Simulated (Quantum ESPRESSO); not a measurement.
# Sensitivity of a calculation on YScO₃ (P6_3/mmc, 10 atoms in the cell) to its settings

```
CELL_PARAMETERS angstrom
      3.59059     0.00000     0.00000
     -1.79530     3.10954     0.00000
      0.00000     0.00000    12.44424
ATOMIC_POSITIONS crystal
  Y  0.00000 0.00000 0.50000
  Y  0.00000 0.00000 0.00000
  Sc 0.66667 0.33333 0.75000
  Sc 0.33333 0.66667 0.25000
  O  0.66667 0.33333 0.58309
  O  0.33333 0.66667 0.41691
  O  0.33333 0.66667 0.08309
  O  0.66667 0.33333 0.91691
  O  0.00000 0.00000 0.75000
  O  0.00000 0.00000 0.25000
```

Base run A: PBEsol, GBRV 1.5 ultrasoft (PBESOL) pseudopotentials (Quantum ESPRESSO 7.5), self-consistent single point.

Its settings: ecutwfc = 50 Ry; ecutrho = 400 Ry; occupations = fixed; potentials = {Y: y_pbesol_v1.4.uspp.F.UPF, Sc: sc_pbesol_v1.uspp.F.UPF, O: o_pbesol_v1.2.uspp.F.UPF}; K_POINTS = automatic 5 5 2 0 0 0; nbnd = 46; conv_thr = 1e-09 Ry.

The starting cell comes from a database of computed structures (which also holds hypothetical and non-ambient phases and stackings), without a prior relaxation at this level. In the base run, with a pressure of about -7 GPa the cell is away from its equilibrium volume at this level.

ΔF is the free energy per atom less that of run A. A dash stands where there is no value to compare (another energy zero or no entropy term, no result, no spin, no clean gap, or a mesh too coarse for one). Absolute energies have different zeros for different potentials, functionals, Hubbard and dispersion terms and are not compared across them.

Runs:
- B: K_POINTS: automatic 5 5 2 0 0 0 → automatic 9 9 3 0 0 0
- C: HUBBARD: default → ortho-atomic; U Sc-3d 8 eV [PBEsol+U]
- D: K_POINTS: automatic 5 5 2 0 0 0 → automatic 11 11 3 0 0 0
- E: ecutwfc: 50 Ry → 20 Ry; ecutrho: 400 Ry → 160 Ry
- F: occupations: fixed → smearing; nbnd: 46 → default; smearing: default → fermi-dirac; degauss: default → 0.02205 Ry
- G: occupations: fixed → smearing; nbnd: 46 → default; smearing: default → gaussian; degauss: default → 0.0018375 Ry
- H: diago_full_acc: default → true
- I: mixing_ndim: default → 6
- J: pseudopotentials: {Y: y_pbesol_v1.4.uspp.F.UPF, Sc: sc_pbesol_v1.uspp.F.UPF, O: o_pbesol_v1.2.uspp.F.UPF} → {Y: y_pbe_v1.4.uspp.F.UPF, Sc: sc_pbe_v1.uspp.F.UPF, O: o_pbe_v1.2.uspp.F.UPF}; input_dft: default → vdw-df-cx [vdW-DF-cx]
- K: mixing_beta: default → 0.9

| run | ΔF (meV/atom) | pressure (GPa) | largest force (eV/Å) | gap on the mesh (eV) | k-points |
|---|---|---|---|---|---|
| A | 0.00 | -6.67 | 0.120 | 3.483 | 10 |
| B | -0.04 | -6.67 | 0.120 | 3.184 | 24 |
| C | – | -0.66 | 0.696 | 3.643 | 10 |
| D | -0.04 | -6.67 | 0.120 | 3.266 | 32 |
| E | 1874.6 | -85.05 | 0.229 | 3.310 | 10 |
| F | -0.26 | -6.66 | 0.125 | 3.488 | 10 |
| G | 0.00 | -6.67 | 0.120 | 3.482 | 10 |
| H | 0.00 | -6.68 | 0.120 | 3.483 | 10 |
| I | 0.00 | -6.67 | 0.120 | 3.483 | 10 |
| J | – | -5.49 | 0.118 | 3.521 | 10 |
| K | 0.00 | -6.67 | 0.120 | 3.483 | 10 |

Run K against A: The free energy hardly moves (within 1 meV/atom), the pressure stays at -6.67 GPa, the largest force stays at 0.120 eV/Å and the gap on the mesh stays at 3.483 eV.

Run E against A: The free energy goes up by 1.87 eV/atom, the pressure goes from -6.67 to -85.05 GPa, the largest force goes from 0.120 to 0.229 eV/Å and the gap on the mesh goes from 3.483 to 3.310 eV.
